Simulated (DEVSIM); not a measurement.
Device: abrupt Si n-p junction, at 250 K.

| layer (left to right) | material | thickness (μm) | Nd (cm⁻³) | Na (cm⁻³) | τn (s) | τp (s) |
|---|---|---|---|---|---|---|
| 1 | Si | 0.110 | 1.7e18 | - | 7.2e-6 | 7.2e-6 |
| 2 | Si | 0.830 | - | 8.2e14 | 7.2e-6 | 7.2e-6 |

Left contact: ohmic. Right contact: ohmic. Voltage is applied to the left contact. Recombination: SRH at mid-gap, radiative. Mobility is μmin + (μ − μmin)/(1 + (N/Nref)^α).

The device is made up for the run: typed textbook-type constants, with dimensions and the other settings drawn at random. Values at 300 K; Nc and Nv go as T^1.5, mobilities as T to minus their exponent, the gap by Varshni's rule with the affinity fixed.

```
parameter               Si
----------------  --------
gap (eV)             1.124
affinity (eV)         4.05
permittivity          11.7
Nc (cm⁻³)          2.86e19
Nv (cm⁻³)           3.1e19
μn (cm²/Vs)           1417
μp (cm²/Vs)            470
μn,min                  52
μp,min                  45
Nref,n              9.7e16
Nref,p              2.2e17
αn                    0.68
αp                    0.72
T exponent of μn       2.3
T exponent of μp       2.2
B (cm³/s)          4.7e-15
Varshni α (eV/K)  0.000473
Varshni β (K)          636
```

Model (solved in DEVSIM): 1D drift-diffusion, Boltzmann statistics, complete ionisation; no tunnelling, impact ionisation, image-force lowering or self-heating.

The doping Nd of layer 1 was swept, all else fixed.

| doping Nd of layer 1 (cm^-3) | potential step across the device at zero bias (V) | largest field in the device at zero bias (V/cm) |
|---|---|---|
| 5.1e16 | 0.784 | 16000 |
| 1.7e17 | 0.810 | 24000 |
| 5.1e17 | 0.834 | 37000 |
| 1.7e18 | 0.860 | 66000 |
| 5.1e18 | 0.884 | ___ |

Question: Fill in the missing entries.

Answer: 
- 5.1e18, largest field in the device at zero bias (V/cm): 110000
